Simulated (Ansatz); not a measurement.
Base system: AlN in the wurtzite structure (space group P6_3mc, No. 186; a = 3.107 Å, c = 4.978 Å).

All numbers come from Ansatz (an electronic-structure program) r2SCAN, scalar-relativistic without spin-orbit coupling, earlier PAW set.

For the base:

The volume per atom is 10.40 Å³ and the width of the top valence band is 2.41 eV.

One thing is altered: hydrostatic tension (pressure −1 GPa).

Question: Predict the new volume per atom and width of the top valence band.

Answer: The volume per atom increases by 0.05 Å³ to 10.45 Å³; the width of the top valence band is nearly the same (2.41 eV against 2.40 eV).

The levels and masses belong to the bands next to the band gap. Load acts through the strain it causes; cell and atoms are relaxed under it. No phonon test of stability was made.
